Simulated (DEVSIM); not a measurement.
# illuminated Si p-on-n cell, one wavelength

System: illuminated Si p-on-n cell, one wavelength, at 400 K.

```csv
layer (left to right),material,thickness (μm),Nd (cm⁻³),Na (cm⁻³),τn (s),τp (s),absorption coefficient (cm⁻¹)
1,Si,0.240,-,1.1e19,2.2e-6,1.5e-7,1100
2,Si,110,1.7e15,-,3.8e-6,3.8e-6,1100
```

Left contact: ohmic, minority electron recombination velocity 6e5 cm/s. Right contact: ohmic, minority hole recombination velocity 80000 cm/s. Voltage is applied to the left contact. Recombination: SRH at mid-gap, radiative, Auger. Light enters at the left, 2.4e16 photons cm⁻² s⁻¹, one pass, no reflection. Mobility is μmin + (μ − μmin)/(1 + (N/Nref)^α).

This is a model device: material constants are rounded textbook-type values typed into the input, and sizes, dopings and lifetimes were drawn at random. Values at 300 K; Nc and Nv go as T^1.5, mobilities as T to minus their exponent, the gap by Varshni's rule with the affinity fixed.

```tsv
parameter	Si
gap (eV)	1.124
affinity (eV)	4.05
permittivity	11.7
Nc (cm⁻³)	2.86e19
Nv (cm⁻³)	3.1e19
μn (cm²/Vs)	1417
μp (cm²/Vs)	470
μn,min	52
μp,min	45
Nref,n	9.7e16
Nref,p	2.2e17
αn	0.68
αp	0.72
T exponent of μn	2.3
T exponent of μp	2.2
B (cm³/s)	4.7e-15
Cn (cm⁶/s)	2.8e-31
Cp (cm⁶/s)	9.9e-32
Varshni α (eV/K)	0.000473
Varshni β (K)	636
```

Simulated with DEVSIM: 1D drift-diffusion, Boltzmann statistics, complete ionisation; no tunnelling, impact ionisation, image-force lowering or self-heating.

| Item | Value |
|---|---|
| Potential step across the device at zero bias | 0.696 V |
| Largest field in the device at zero bias | 210000 V/cm |
| Dark forward voltage at 1 A/cm² | 0.469 V |
| Dark forward voltage at 100 A/cm² | 0.837 V |
| Short-circuit current | 3.30 mA/cm² |
| Open-circuit voltage | 0.225 V |
| Fill factor | 0.60 |
| Largest power | 0.445 mW/cm² |
| Share of generated pairs collected at short circuit | 0.857 |

Current under light (generator sign):

```json
[
 {"V (V)": "0.00", "J (mA/cm²)": "3.30"},
 {"V (V)": "0.02", "J (mA/cm²)": "3.29"},
 {"V (V)": "0.04", "J (mA/cm²)": "3.28"},
 {"V (V)": "0.06", "J (mA/cm²)": "3.27"},
 {"V (V)": "0.08", "J (mA/cm²)": "3.25"},
 {"V (V)": "0.10", "J (mA/cm²)": "3.20"},
 {"V (V)": "0.12", "J (mA/cm²)": "3.13"},
 {"V (V)": "0.14", "J (mA/cm²)": "3.01"},
 {"V (V)": "0.16", "J (mA/cm²)": "2.78"},
 {"V (V)": "0.18", "J (mA/cm²)": "2.39"},
 {"V (V)": "0.20", "J (mA/cm²)": "1.69"},
 {"V (V)": "0.22", "J (mA/cm²)": "0.448"},
 {"V (V)": "0.24", "J (mA/cm²)": "-1.73"}
]
```

Dark forward current:

```csv
V (V),J (A/cm²)
0.05,1.7e-5
0.10,8.8e-5
0.15,0.00038
0.20,0.0016
0.30,0.027
0.35,0.096
0.40,0.29
0.45,0.73
0.50,1.7
0.55,3.6
0.60,7.4
0.70,26
0.75,45
0.80,73
0.85,110
0.90,160
0.95,220
1.05,370
1.10,460
1.15,570
1.20,680
1.25,800
1.30,930
1.35,1100
1.45,1400
1.50,1500
1.55,1700
1.60,1800
```
